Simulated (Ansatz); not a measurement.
Cubic perovskite RbCdF3 was calculated with HSE06 (Ansatz, a first-principles code, plane waves, PAW).

Settings: plane-wave cutoff 460 eV, 6×6×6 k mesh, Fermi–Dirac smearing 0.01 eV, scalar-relativistic PAW data made under PBE.

Energies at three volumes about the minimum:

| V (Å³/atom) | E − E_lowest (meV/atom) |
|---|---|
| 17.251 | 1.12 |
| 17.560 | 0.00 |
| 17.999 | 1.86 |

### Question
Fit a parabola by hand: where is the minimum, what lattice constant follows, and what is the bulk modulus?

### Answer
Slopes: (0.00 − 1.12)/(17.560 − 17.251) = -3.625 and (1.86 − 0.00)/(17.999 − 17.560) = 4.237 meV/Å³. Curvature E″ = 2 × (4.237 − (-3.625))/(17.999 − 17.251) = 21.021 meV/Å⁶. From the middle of the first interval, the slope vanishes at V0 = 17.4055 − (-3.625)/21.021 = 17.578 Å³/atom. B = V0 E″ = 17.578 × 21.021 meV/Å³ × 0.1602 GPa per meV/Å³ = 59.2 GPa. With 5 atoms in the cube, a = (5 × 17.578)^(1/3) = 4.446 Å. The full Birch–Murnaghan fit to all volumes gives V0 = 17.570 Å³/atom and B0 = 59.8 GPa.

Note: the relaxation could not lower the start's symmetry, so the cell can be a saddle point above a distorted one.
